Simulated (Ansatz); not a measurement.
Consider CsOH (space group Cmc2_1, No. 36; a cell from a computed database, its experimental status unchecked).

```
CELL_PARAMETERS angstrom
      2.16647    -5.71089     0.00000
      2.16647     5.71089     0.00000
      0.00000     0.00000     4.49684
ATOMIC_POSITIONS crystal
  Cs 0.86170 0.13830 0.73387
  Cs 0.13830 0.86170 0.23387
  H  0.53483 0.46517 0.61050
  H  0.46517 0.53483 0.11050
  O  0.59404 0.40596 0.76534
  O  0.40596 0.59404 0.26534
```

Calculations: Kohn–Sham DFT with the r2SCAN functional, run in Ansatz (a first-principles code) with PAW and 500 eV plane waves, no spin-orbit coupling.

Before the change:

| Quantity | Value |
|---|---|
| Band gap | 4.53 eV |
| Valence-band top at Γ | 0.00, -0.10, -0.30 eV |

One thing is altered: an isotropic linear strain of +4.03 %, atoms relaxed at fixed cell.

Task: What does the calculation give for the band gap, valence-band top at Γ and largest internal atomic displacement after the change?

Result: The band gap drops by 0.47 eV to 4.06 eV; the valence-band top at Γ (three highest levels, from the VBM) goes from 0.00, -0.10, -0.30 eV to 0.00, -0.06, -0.18 eV; the largest internal atomic displacement comes out as 0.150 Å.

Gaps are Kohn–Sham eigenvalue differences; semilocal functionals usually give less than the measured gap. Whether these cells are dynamically stable was not tested.
